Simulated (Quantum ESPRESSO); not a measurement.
Band structure of Zr2NiS4 (Cm, 7 atoms in the cell).

```yaml
crystal:
  lattice:
    - [6.61570, -1.84346, 0.00000]
    - [6.61570, 1.84346, 0.00000]
    - [-3.00713, 0.00000, 5.55164]
  atoms:
    - { symbol: Zr, position: [0.50119, 0.50119, 0.50627] }
    - { symbol: Zr, position: [0.99658, 0.99658, 0.99010] }
    - { symbol: Ni, position: [0.32421, 0.32421, 0.65634] }
    - { symbol: S, position: [0.62616, 0.62616, 0.95949] }
    - { symbol: S, position: [0.12719, 0.12719, 0.46285] }
    - { symbol: S, position: [0.37362, 0.37362, 0.04459] }
    - { symbol: S, position: [0.86858, 0.86858, 0.53120] }
```

Method: PBEsol, GBRV 1.5 ultrasoft (PBESOL) pseudopotentials (plane waves; Quantum ESPRESSO).

Settings: ecutwfc = 50 Ry; ecutrho = 400 Ry; occupations = smearing; smearing = marzari-vanderbilt; degauss = 0.0099958 Ry; potentials = {Zr: zr_pbesol_v1.uspp.F.UPF, Ni: ni_pbesol_v1.4.uspp.F.UPF, S: s_pbesol_v1.4.uspp.F.UPF}; K_POINTS = automatic 3 3 2 0 0 0; conv_thr = 1e-11 Ry; mixing_beta = 0.4.

The starting cell comes from a database of computed structures (which also holds hypothetical and non-ambient phases and stackings), without a prior relaxation at this level. Spin polarisation is off, so a magnetic state, if there is one, cannot be reached.

Levels in eV from the Fermi level, bands 30 to 37:
```
point     30     31     32     33    34    35    36    37
-----  -----  -----  -----  -----  ----  ----  ----  ----
X      -1.79  -1.54  -1.34  -1.23  1.01  1.17  1.24  1.89
Γ      -1.43  -0.50  -0.21  -0.02  0.02  0.61  0.74  1.00
```

No band crosses the Fermi level by more than 0.03 eV along this path.
